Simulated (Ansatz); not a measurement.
A periodic model of amorphous B32N30O3:

```
CELL_PARAMETERS angstrom
      8.77614     0.00000     0.00000
      0.00000     8.77614     0.00000
      0.00000     0.00000     8.77614
ATOMIC_POSITIONS crystal
  B  0.59738 0.69705 0.10677
  B  0.74127 0.93489 0.14945
  B  0.55547 0.29126 0.22081
  B  0.44673 0.25222 0.89334
  B  0.27593 0.91619 0.29452
  B  0.62139 0.95270 0.62367
  B  0.33383 0.79036 0.03238
  B  0.98684 0.36624 0.37202
  B  0.68323 0.90642 0.89581
  B  0.39159 0.47246 0.71848
  B  0.02648 0.08365 0.37039
  B  0.01917 0.88643 0.45552
  B  0.30335 0.55881 0.44760
  B  0.77323 0.30680 0.94057
  B  0.26139 0.99038 0.86538
  B  0.11651 0.82428 0.81441
  B  0.61749 0.66208 0.65414
  B  0.50505 0.03983 0.36809
  B  0.19848 0.42466 0.91083
  B  0.12125 0.44635 0.63925
  B  0.36781 0.51204 0.11161
  B  0.84577 0.20804 0.19123
  B  0.11472 0.52249 0.20213
  B  0.46475 0.78220 0.47203
  B  0.77628 0.03957 0.41903
  B  0.94785 0.54475 0.83441
  B  0.02914 0.59021 0.42107
  B  0.39522 0.05880 0.10029
  B  0.53066 0.55481 0.29568
  B  0.78182 0.48406 0.22967
  B  0.90864 0.71704 0.64359
  B  0.64666 0.44746 0.82480
  N  0.92182 0.02020 0.48841
  N  0.37416 0.10228 0.93863
  N  0.94875 0.50564 0.26228
  N  0.12824 0.95528 0.35117
  N  0.20409 0.47988 0.06992
  N  0.26425 0.81829 0.88959
  N  0.31717 0.91715 0.13704
  N  0.67920 0.83769 0.04125
  N  0.78599 0.04083 0.24329
  N  0.18217 0.58679 0.33925
  N  0.01221 0.43853 0.51489
  N  0.43759 0.66262 0.07098
  N  0.62865 0.05109 0.48346
  N  0.34514 0.37395 0.84585
  N  0.48461 0.13332 0.22581
  N  0.45607 0.42360 0.22004
  N  0.69117 0.97392 0.76725
  N  0.72057 0.32777 0.23331
  N  0.40458 0.91287 0.39613
  N  0.60859 0.29968 0.89448
  N  0.67319 0.61266 0.22451
  N  0.08028 0.44795 0.80246
  N  0.27736 0.49465 0.59889
  N  0.54693 0.53020 0.72390
  N  0.98939 0.73544 0.49931
  N  0.45325 0.62433 0.41582
  N  0.54811 0.80495 0.60570
  N  0.80635 0.46594 0.87590
  N  0.99192 0.22533 0.29422
  N  0.98414 0.71868 0.79292
  O  0.12946 0.98788 0.77160
  O  0.76965 0.65162 0.63690
  O  0.86452 0.21486 0.02516
```

Methods: PBE, scalar-relativistic without spin-orbit coupling (Ansatz, a quantum-chemistry and plane-wave program); r2SCAN, scalar-relativistic without spin-orbit coupling (Ansatz); HSE06, scalar-relativistic without spin-orbit coupling (Ansatz). Neutral PBE cell, which sets geometry, pressure and energy: sampling: a 2×2×2 Γ-centred mesh; Fermi-Dirac width 0.02 eV; no spin polarisation. Exact exchange is cut at the faces of this 9 Å cell, which leaves hybrid gaps a finite-size error.

It comes from a melt-quench run on a machine-learned potential (CHGNet), relaxed afterwards by DFT. O and N atoms were pushed apart under 1.9 Å during the dynamics, to hinder bonds among them. The hot cell started wider than the set density and was brought back towards it in steps. It is the lowest in DFT energy of 2 quenches. It is a model cell: composition and starting density were chosen by hand, and all elements were melted together. No dispersion term was used. Its density started from a set value of 2.00 and ended at 2.00 g/cm³. The quench (nominally 580 K/ps over its main leg) was far faster than any real one, so the model tends to hold more defects than a real film. Values belong to this one cell and scatter from quench to quench. The volume was held where the preparation left it.

Question: Give the pressure and the spacing of the highest filled and lowest empty levels.

Answer: 
| Quantity | Value |
|---|---|
| Pressure on a 2×2×2 Γ-centred mesh | -0.29 GPa |
| Largest force and stress component on that mesh (the relaxation ran on one k-point at (1/4, 1/4, 1/4)) | 0.03 eV/Å and 3.6 GPa |
| Gap between localised states on a 2×2×2 Γ-centred mesh (PBE) | 2.48 eV |
| Gap between localised states at the zone centre (PBE) | 2.58 eV |
| Gap between localised states at the zone centre (r2SCAN) | 3.03 eV |
| Gap between localised states at the zone centre (HSE06) | 3.95 eV |
| Distance between the nearest levels spread over more than a fifth of the atoms or a third of the atoms of their main element (six at least) (PBE, zone centre) | 3.20 eV |

Question: At PBE and the zone centre, how localised are the states just below and above the Fermi level (participation number: the atoms over which a state spreads)?

Answer: The highest filled state is spread over 5.8 atoms' worth, largest on N39, with weights by element (charge in smoothed Voronoi cells) N 0.80, B 0.16, O 0.04. The lowest empty state is spread over 6.0 atoms' worth, largest on B2, with weights by element (charge in smoothed Voronoi cells) B 0.72, N 0.27, O 0.01.

At PBE the levels at both edges of the gap are localised (band-tail or defect states), and the nearest spread-out levels lie 3.2 eV apart at the zone centre.

Neighbours within B-B 1.97 Å, B-N 1.84 Å, B-O 1.80 Å, N-N 1.70 Å, N-O 1.64 Å, O-O 1.58 Å count as bonded. Two cations that share two anions don't count as bonded, nor two that share one unless they lie closer than B-B 1.80 Å.

Added carriers, by PBE, scalar-relativistic without spin-orbit coupling in Ansatz on one k-point at (1/4, 1/4, 1/4). Charged cells keep the cell fixed and stand in a uniform background, with no image correction, at a width of 0.01 eV; where the count is odd the moment is locked at 1 μB, unless the neutral cell bore moments. Each starts from the undistorted neutral geometry alone. PBE's self-interaction favours spread-out carriers, so it can miss traps that a hybrid finds.

Question: What happens at PBE when the cell takes an extra electron and the atoms relax?

Answer: Relaxation lowers the charged cell by 0.62 eV. The largest moves are B2 0.40 Å, N51 0.10 Å, B1 0.09 Å, B9 0.09 Å. The level that holds the added charge spreads over 4.7 atoms' worth, most on B2 (weight 0.44): a localised (trapped) carrier, which neighbours of that atom can share. No bond crosses its cut-off with a change of over 0.15 Å. Made neutral again at that geometry, the cell lies +0.99 eV from the neutral start.

Question: What happens at PBE when the cell takes a hole and the atoms relax?

Answer: Relaxation lowers the charged cell by 0.20 eV. The largest moves are N38 0.28 Å, N39 0.12 Å, B16 0.10 Å, B15 0.09 Å. The level that was emptied spreads over 5.6 atoms' worth, most on N39 (weight 0.37): a localised (trapped) carrier, which neighbours of that atom can share. No bond crosses its cut-off with a change of over 0.15 Å. Made neutral again at that geometry, the cell lies +0.47 eV from the neutral start.

A PBE run started with 1 μB on atoms that lack a bond or may hold spare charge lost its moments; other starts weren't tried.
